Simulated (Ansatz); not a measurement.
NaH (Fm-3m), PBEsol, rigid bands (Ansatz, a quantum-chemistry and plane-wave program): band gap 3.61 eV, N_c = 4.67e19 cm⁻³ and N_v = 3.56e20 cm⁻³ at 300 K, conductivity masses of 0.469 mₑ (electrons) and 1.44 mₑ (holes). Take k_BT = 0.02585 eV.

**Question.** A film of it is 8 nm thick. Estimate the confinement energies in an infinite well.

**Answer.** ħ²π²/(2m t²) = 0.376 eV·nm²/(m/mₑ × t²) gives 12.5 meV for electrons and 4.08 meV for holes, so the gap would widen to about 3.63 eV. Finite barriers and nonparabolic bands lower this, and with several valleys or bands the heaviest mass along the normal sets the lowest level, not this average.

**Question.** What thermal injection velocity √(2k_BT/πm) limits a ballistic channel?

**Answer.** 7.86e6 cm/s for electrons and 4.48e6 cm/s for holes, a ratio of √(m_h/m_e) = 1.75, for dilute carriers.

**Question.** Find the intrinsic carrier density and the intrinsic Fermi level.

**Answer.** n_i = √(N_c N_v) exp(−E_g/2k_BT) = 1.29e20 × exp(−69.82) = 6.1e-11 cm⁻³. The level lies (k_BT/2) ln(N_v/N_c) = 26 meV from mid-gap (positive towards the conduction band). Each 0.1 eV added to the gap lowers n_i by a factor of 6.9.

Rigid, parabolic bands with the computed gap; masses take one relaxation time for all states. Spin-orbit coupling is left out.
